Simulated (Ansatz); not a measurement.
Consider Cu2O (space group Pn-3m, No. 224; a = 4.299 Å).

One thing is altered: the cell is scaled by 0.9893 in all directions; the atoms relax in the strained cell.

Levels (all Ansatz, a program for electronic structure, PAW, earlier PAW set): PBE (420 eV, no SOC); r2SCAN (500 eV, no spin-orbit coupling); HSE06 (420 eV, spin-orbit coupling left out); PBE+SOC (420 eV, noncollinear with spin-orbit coupling).

One geometry, relaxed with PBE, under each level:

The valence-band top lists the three highest levels at Γ (Kramers pairs under SOC), from the VBM.

| level | band gap | lowest conduction level above the VBM at special points | valence-band top at Γ | electron mass | hole mass | pressure |
|---|---|---|---|---|---|---|
| PBE | 0.54 eV | Γ 0.54 eV; M 1.91 eV; X 2.26 eV; R 2.42 eV | 0.00, 0.00, 0.00 eV | 0.94 mₑ (at Γ) | – | 3.87 GPa |
| r2SCAN | (withheld) | (withheld) | – | – | – | (withheld) |
| HSE06 | 2.01 eV | Γ 2.01 eV; M 3.36 eV; X 3.82 eV | – | – | – | – |
| PBE+SOC | 0.46 eV | Γ 0.46 eV; M 1.82 eV; X 2.17 eV; R 2.26 eV | 0.00, -0.13, -0.13 eV | 0.95 mₑ (at Γ) | 0.35 mₑ (at Γ) | 3.87 GPa |

Give the withheld r2SCAN results.


- r2SCAN, band gap: 0.78 eV
- r2SCAN, lowest conduction level above the VBM at special points: Γ 0.78 eV; M 2.19 eV; X 2.52 eV; R 2.70 eV
- r2SCAN, pressure: -0.77 GPa

Single points use the geometry relaxed with PBE. Their cutoffs differ, which shifts pressures a little. Differences between runs with and without spin-orbit coupling are approximate. Masses are band curvatures over ±0.01 Å⁻¹ around the edge. Stability against distortions was not tested. No Hubbard U is applied. The runs without spin-orbit coupling are not spin-polarised.
